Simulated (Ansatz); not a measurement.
**A computed series for CsNbN2: element substitutions**

Consider CsNbN₂ (space group Fd-3m, No. 227; a = 8.861 Å; a cell from a computed database, its experimental status unchecked).

Each row replaces one element on all its sites; cell and atoms are relaxed.

All numbers come from PBEsol (Ansatz, a first-principles code; PAW; 420 eV plane waves; no spin-orbit coupling), earlier PAW set.

```csv
case,band gap,lattice parameter a
base,1.69 eV,8.861 Å
Cs → Li,0.18 eV,8.787 Å
Cs → Ba,zero,8.859 Å
Nb → Y,zero,9.970 Å
```

Other magnetic orders, which the real material may have, were not ruled out. Whether these cells are dynamically stable was not tested. As relaxed here, LiNbN2 and CsYN2 are hypothetical phases, not in the database extracts checked. A zero or small gap of LiNbN2 can be the functional's error rather than a property of the material.
